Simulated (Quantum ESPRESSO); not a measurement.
## Energy against c/a at fixed volume: hcp Ru (space group 194) (Quantum ESPRESSO, PBE)

```yaml
crystal:
  lattice:
    - [2.75616, 0.00000, 0.00000]
    - [-1.37808, 2.38691, 0.00000]
    - [0.00000, 0.00000, 4.17879]
  atoms:
    - { symbol: Ru, position: [0.66667, 0.33333, 0.75000] }
    - { symbol: Ru, position: [0.33333, 0.66667, 0.25000] }
```

Method of the run: PBE, GBRV 1.5 ultrasoft (PBE) pseudopotentials (plane waves; Quantum ESPRESSO 7.5). Settings: ecutwfc = 52 Ry; ecutrho = 416 Ry; occupations = smearing; smearing = fd; degauss = 0.0036749 Ry; potentials = {Ru: ru_pbe_v1.2.uspp.F.UPF}; K_POINTS = automatic 28 28 16 0 0 0; conv_thr = 1e-10 Ry. The cell above is the first row's. The rows change c/a at fixed volume. In all rows fractional positions and the k mesh are held. E is the free energy at the stated smearing, counted from the lowest row.

```csv
c/a,E (meV/atom)
1.5162,?
1.5320,10.98
1.5477,4.66
1.5635,1.02
1.5793,0.00
1.5951,1.59
1.6109,5.71
1.6267,12.31
1.6425,21.30
```

**Question.** Using a cubic, estimate the missing E at c/a = 1.5162 from the other rows, showing the fit.

**Answer.** With u = c/a - 1.59, the rows have u = -0.05800, -0.04230, -0.02650, -0.01070, 0.00510, 0.02090, 0.03670, 0.05250. Least squares gives E = 0.801 + 129.30·u + 5108.3·u² - 2531·u³. Residuals (row less fit): 0.000, -0.003, 0.011, -0.005, -0.003, -0.002, 0.008, -0.003; standard error 0.008 (degrees of freedom: 4). The fitted curve has its minimum at c/a = 1.58, where E = -0.01. To one more digit the minimum is at c/a = 1.577; the ideal close-packed ratio is 1.633. At the withheld row, u = -0.07380, so E = 0.801 + 129.30 × (-0.07380) + 5108.3 × (-0.07380)² - 2531 × (-0.07380)³ = 20.098 meV/atom. The calculation gives 20.01 meV/atom, 0.088 meV/atom below the prediction (0.4 % of the range of E in the table). The row lies outside the fitted rows, so this is an extrapolation. From the scatter of the fitted rows alone, a prediction at this place has a standard error of 0.021 meV/atom, so the miss is 4.1 times that.

Carrying the step between the two nearest rows on in a straight line would have given 17.34, off by 2.67; series whose last step already gives the withheld value aren't shown. The reference cell has the volume at which an earlier scan in this program and functional put its minimum by a fit; axis ratios and inner coordinates come from a measured-size cell. The runs keep the symmetry of the cell, so they don't test it for distortions. The best c/a moves a little with volume. Spin polarisation is off. In metals such curves are sensitive to mesh and smearing. Cutoffs and mesh are single choices, not tested for convergence of this quantity. Series with a scatter that would blur these digits, or in which a gap closes, are not shown. Strain series were run only where this level's volume lies within 10 % of a first guess from the measured size.

Terms beyond the fitted order, or numerical noise in single rows, can give a miss of this size; the table doesn't tell which.
